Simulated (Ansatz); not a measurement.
# Effect of pressure 0.9 GPa on PbSe

Start from PbSe in the rock salt structure (space group Fm-3m, No. 225; a = 6.2178 Å).

One thing is altered: a hydrostatic pressure of 0.9 GPa.

Calculations: Ansatz (a program for electronic structure) PBE, without spin-orbit coupling. Γ-centred 9×9×9 mesh, Fermi–Dirac width 0.05 eV.

The volume per atom drops by 0.55 Å³ to 29.50 Å³ and the density rises by 0.148 g/cm³, from 7.91 g/cm³ to 8.05 g/cm³. The shortest interatomic distance shrinks by 0.019 Å (3.109 Å → 3.090 Å) and the enthalpy H = E + PV relative to the base's energy comes out as +0.17 eV/atom. The band gap decreases by 0.055 eV, from 0.43 eV to 0.38 eV and the gap character stays direct at L. The mean gap deformation potential ΔEg/Δln V amounts to +3.0 eV and the electron mass changes from 0.15 mₑ along k, 0.12 mₑ across (at L) to 0.13 mₑ along k, 0.12 mₑ across (at L). The hole mass goes from 0.18 mₑ along k, 0.11 mₑ across (at L) to 0.16 mₑ along k, 0.11 mₑ across (at L) and the valley order (the lowest conduction-band minima on the path, energy above the VBM, named in the base's zone) goes from L along ⟨111⟩ 0.43 eV; a point along ⟨110⟩, about 0.6 Å⁻¹ from Γ 1.22 eV to L along ⟨111⟩ 0.38 eV; a point along ⟨110⟩, about 0.6 Å⁻¹ from Γ 1.18 eV.

With Pb present, leaving out spin-orbit coupling can change the band edges. Load acts through the strain it causes; cell and atoms are relaxed under it. Effective masses come from finite differences of ±0.01 Å⁻¹. Along k means along the line from Γ to the band edge. Stability against distortions was not tested.
